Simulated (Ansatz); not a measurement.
What isotropic strain −1.00 % does to Ru

Start from Ru in the hcp (Mg type) structure (space group P6_3/mmc, No. 194; a = 2.7219 Å, c = 4.2940 Å; relaxed with 0.1 eV smearing).

The change: every lattice vector is shortened by 1.00 %, atoms relaxed at fixed cell.

The values are results of Ansatz (a first-principles code) PBE, no spin-orbit coupling, not measurements. k-mesh 24×24×14 (Γ-centred); smearing 0.1 eV (Fermi–Dirac).

```tsv
quantity	base	changed	shift
volume per atom	13.78 Å³	13.37 Å³	-0.41 Å³
space group	P6_3/mmc (No. 194)	P6_3/mmc (No. 194)	–
energy relative to the base (free energy F)	0 meV/atom	+13 meV/atom	+13 meV/atom
pressure (mean of the normal stresses, compression positive)	0.0 GPa	10.1 GPa	+10.1 GPa
band gap	zero	zero	–
```

Whether these cells are dynamically stable was not tested. The final runs are not spin-polarised.
